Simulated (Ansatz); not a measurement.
Be₃AsN (model structure, started from the Mg3SbN type, Pm-3m, No. 221, 5 atoms in the cell) was calculated with G0W0@PBEsol (plane waves, hard PAW, contour deformation; Ansatz, an electronic-structure program).

The cell is the one relaxed with PBEsol. Conventional cell: a = 3.5898 Å, b = 3.5898 Å, c = 3.5898 Å, α = 90.00°, β = 90.00°, γ = 90.00°.

One run with a 6×6×6 mesh, response cutoff 100 eV and 193 empty bands, not extrapolated in mesh or basis; no spin–orbit coupling.

Highest filled and lowest empty level by k point (fractions of the reciprocal vectors of the cell (3.590 -0.000 -0.000) (-0.000 3.590 0.000) (-0.000 0.000 3.590) Å; eV from the valence maximum of each method):

```json
[
 {"k": "0 0 0", "PBEsol filled": "-0.42", "PBEsol empty": "0.87", "QP filled": "-0.32", "QP empty": "1.19"},
 {"k": "0 0 0.167", "PBEsol filled": "-0.72", "PBEsol empty": "0.94", "QP filled": "-0.64", "QP empty": "1.28"},
 {"k": "0 0.167 0.167", "PBEsol filled": "-0.84", "PBEsol empty": "1.76", "QP filled": "?", "QP empty": "?"},
 {"k": "0 0.333 -0.5", "PBEsol filled": "-0.84", "PBEsol empty": "2.24", "QP filled": "-0.82", "QP empty": "2.75"},
 {"k": "0 -0.5 -0.5", "PBEsol filled": "0.00", "PBEsol empty": "1.45", "QP filled": "0.00", "QP empty": "1.94"},
 {"k": "0.167 0.167 -0.5", "PBEsol filled": "-0.47", "PBEsol empty": "2.47", "QP filled": "?", "QP empty": "?"},
 {"k": "0.167 -0.5 -0.5", "PBEsol filled": "-2.66", "PBEsol empty": "2.25", "QP filled": "-2.63", "QP empty": "2.75"},
 {"k": "0.333 -0.5 -0.5", "PBEsol filled": "-4.70", "PBEsol empty": "4.04", "QP filled": "-4.71", "QP empty": "4.67"}
]
```

Task: Estimate the withheld levels to about 0.1 eV.

Result: 
- 0 0.167 0.167, QP filled: -0.79
- 0 0.167 0.167, QP empty: 2.16
- 0.167 0.167 -0.5, QP filled: -0.38
- 0.167 0.167 -0.5, QP empty: 2.99

Note: the relaxation could raise the start's symmetry but not lower it, so the cell can be a saddle point.

A model structure was made by putting elements into a prototype or built by hand; it is no filed structure, need not be a known phase, and can be a saddle point held by its symmetry.
